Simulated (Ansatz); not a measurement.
## CdS: response to strain

The parent structure is CdS in the zinc blende structure (space group F-43m, No. 216; a = 5.8777 Å). Axes: x, y, z lie along the cube axes.

Strains are applied to the cell and any free atomic positions relax; under biaxial strain the out-of-plane vector relaxes too.

Method: r2SCAN (Ansatz, a quantum-chemistry and plane-wave program; PAW; 500 eV plane waves; no spin-orbit coupling).

Notes on the quantities. in-plane stress: mean in-plane stress (compression positive).

```csv
variant,shortest interatomic distance,band gap,in-plane stress,out-of-plane strain
base,2.545 Å,1.54 eV,–,–
"biaxial strain −3.00 %, plane normal [001], relaxed out of plane",2.532 Å,1.49 eV,+1.5 GPa,+4.32 %
"biaxial strain −2.50 %, plane normal [001], relaxed out of plane",2.534 Å,1.50 eV,+1.3 GPa,+3.62 %
"biaxial strain −2.00 %, plane normal [001], relaxed out of plane",2.537 Å,1.51 eV,+1.0 GPa,+2.92 %
"biaxial strain −1.50 %, plane normal [001], relaxed out of plane",2.539 Å,1.52 eV,+0.7 GPa,+2.20 %
"biaxial strain −1.00 %, plane normal [001], relaxed out of plane",2.541 Å,1.53 eV,+0.5 GPa,+1.47 %
"biaxial strain −0.50 %, plane normal [001], relaxed out of plane",2.543 Å,1.54 eV,+0.2 GPa,+0.74 %
```

Stability against distortions was not tested.
